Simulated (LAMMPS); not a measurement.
Simulation of bulk CdTe (zinc blende) with 75 % of Te sites Se, 4680 atoms, in a Müller-Plathe heat-flux run near 300 K, 201 Å from hot to cold slab.

All values are model results, not measurements: classical MD, pair style sw, file CdTeZnSeHgS0.sw; code LAMMPS.

Heat flux 3.4e+09 W/m².

- lattice thermal conductivity at this length = 1.5 ± 0.1 W/(m K)
- cost = very roughly 18 core-minutes

Potential: file CdTeZnSeHgS0.sw of the LAMMPS distribution; its header cites Zhou, Ward, Martin, van Swol, Cruz-Campa, and D. Zubia, Phys. Rev. B, 88, 085309 (2013).

Caution: lattice part alone, classical nuclei, a finite length: a lower bound where phonon paths are long. Caution: the random arrangement on this lattice is imposed, and need not be a phase that exists in equilibrium.

Errors shown are sampling errors alone.

| distance from the cold slab (Å) | T (K) |
|---|---|
| 0.000 | 264.80 |
| 10.00 | 272.30 |
| 20.10 | 277.60 |
| 30.10 | 279.70 |
| 40.10 | 284.00 |
| 50.20 | 287.30 |
| 60.20 | 289.20 |
| 70.20 | 291.00 |
| 80.30 | 294.20 |
| 90.30 | 297.10 |
| 100.3 | 298.40 |
| 110.4 | 301.90 |
| 120.4 | 304.70 |
| 130.4 | 305.50 |
| 140.5 | 308.70 |
| 150.5 | 310.00 |
| 160.5 | 310.90 |
| 170.6 | 316.70 |
| 180.6 | 322.70 |
| 190.6 | 327.10 |
| 200.7 | 337.90 |
